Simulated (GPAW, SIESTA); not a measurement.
A SIESTA input for a self-consistent single point of BaRh2 (Fd-3m, 6 atoms in the cell) (DFT, LDA PW92, numerical atomic orbitals DZP, PseudoDojo LDA standard norm-conserving potentials (rewritten from UPF to PSML)):

```
# files in the folder: Ba.psml Rh.psml (PseudoDojo LDA standard)
SystemName  BaRh2
SystemLabel BaRh2

NumberOfAtoms                6
NumberOfSpecies              2
%block ChemicalSpeciesLabel
  1 56 Ba
  2 45 Rh
%endblock ChemicalSpeciesLabel
LatticeConstant              1.0 Ang
%block LatticeVectors
     0.000000000    3.957405000    3.957405000
     3.957405000    0.000000000    3.957405000
     3.957405000    3.957405000    0.000000000
%endblock LatticeVectors
AtomicCoordinatesFormat      Bohr
%block AtomicCoordinatesAndAtomicSpecies
     7.478411614    7.478411614    7.478411614  1
    11.217617421   11.217617421   11.217617421  1
     5.608808711    5.608808711    1.869602904  2
     5.608808711    1.869602904    5.608808711  2
     1.869602904    1.869602904    1.869602904  2
     1.869602904    5.608808711    5.608808711  2
%endblock AtomicCoordinatesAndAtomicSpecies

XC.functional                LDA
XC.authors                   PW92
PAO.BasisSize                DZP
PAO.EnergyShift              0.01 Ry
MeshCutoff                   400 Ry
%block kgrid.MonkhorstPack
    5   0   0  0.0
    0   5   0  0.0
    0   0   5  0.0
%endblock kgrid.MonkhorstPack
OccupationFunction           FD
ElectronicTemperature        136.0 meV
Spin                         polarized
%block DM.InitSpin
  1 +0.00
  2 +0.00
  3 +1.00
  4 +1.00
  5 +1.00
  6 +1.00
%endblock DM.InitSpin

MaxSCFIterations             150
SCF.Mixer.Method             Pulay
SCF.Mixer.Weight             0.1
SCF.Mixer.History            8
SCF.DM.Tolerance             1.0E-05
Diag.ParallelOverK           true
WriteForces                  true
Charge.Mulliken              end
```

Q: Write the same calculation as an input for GPAW.

A: This is the input that was run; spellings and numerical settings could be chosen otherwise.

```python
from ase import Atoms
from ase.units import GPa
from gpaw import GPAW

atoms = Atoms(['Ba', 'Ba', 'Rh', 'Rh', 'Rh', 'Rh'],
              cell=[[0.000000, 3.957405, 3.957405],
                    [3.957405, 0.000000, 3.957405],
                    [3.957405, 3.957405, 0.000000]],
              scaled_positions=[[0.500000, 0.500000, 0.500000],
                                [0.750000, 0.750000, 0.750000],
                                [0.125000, 0.125000, 0.625000],
                                [0.125000, 0.625000, 0.125000],
                                [0.125000, 0.125000, 0.125000],
                                [0.625000, 0.125000, 0.125000]],
              pbc=True)

atoms.set_initial_magnetic_moments([0.0, 0.0, 1.0, 1.0, 1.0, 1.0])

calc = GPAW(spinpol=True,
            mode={'name': 'pw', 'ecut': 600},
            xc='LDA',
            kpts=(5, 5, 5),
            occupations={'name': 'fermi-dirac', 'width': 0.136},
            nbands=-14,
            symmetry={'symmorphic': False, 'tolerance': 0.0005},
            maxiter=120)

atoms.calc = calc

energy = atoms.get_potential_energy()
print('Energy (eV):', round(energy, 6))
forces = atoms.get_forces()
print('Forces (eV/Ang):')
print(forces.round(5))
stress = atoms.get_stress()
print('Stress (GPa, Voigt):', (stress / GPa).round(4))
```

Basis, cutoffs, solver keys and any potentials are the target program's own. This input uses DFT LDA (Perdew-Wang 92), plane waves, GPAW PAW datasets LDA (gpaw-data 1.0.1). LDA parametrisations can differ slightly between programs. Both were run: pressure 4.36 GPa in SIESTA and -6.84 in GPAW; size of the net moment 0.00 μB/atom in SIESTA and 0.00 in GPAW.

On GPAW: the starting cell comes from a database of computed structures (which also holds hypothetical and non-ambient phases and stackings), without a prior relaxation at this level. The starting moments vanished: the run ended non-magnetic. With a pressure of about -7 GPa the cell is away from its equilibrium volume at this level.

On SIESTA: the starting cell comes from a database of computed structures (which also holds hypothetical and non-ambient phases and stackings), without a prior relaxation at this level. The starting moments vanished: the run ended non-magnetic. Values carry the incompleteness of an atom-centred basis. With a pressure of about 4 GPa the cell is away from its equilibrium volume at this level.
